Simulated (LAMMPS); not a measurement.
MD of Si (diamond structure) at zero pressure, 1728 atoms, as a crystal; each row is its own run.

Level of theory: classical MD, pair style sw, file Si.sw, run in LAMMPS.

```
T (K)  enthalpy (eV/atom)
-----  ------------------
200               -4.2848
300               -4.2585
760               -4.1371
1270              -3.9976
1520              -3.9282
1770              -3.8551
2020              -3.7839
```

**Question.** Fit a straight line, y = a + b x, to these rows (x is the first column, y the second) and predict the run at x = 1010.

**Answer.** Least squares gives a = -4.3425 and b = 0.0002746. At x = 1010 the fit predicts -4.0652 eV/atom. The run itself gave -4.0690 ± 0.0003 eV/atom, so the fit is 3.8 meV/atom high.

Caution (rows 1270; 1520; 1770; 2020): a run this short can hold a crystal over, or a liquid under, the potential's own melting point, which these runs don't give.

Caution (rows 1770; 2020): this crystal lies over the measured melting point of 1687 K, so it is superheated or the potential melts high.
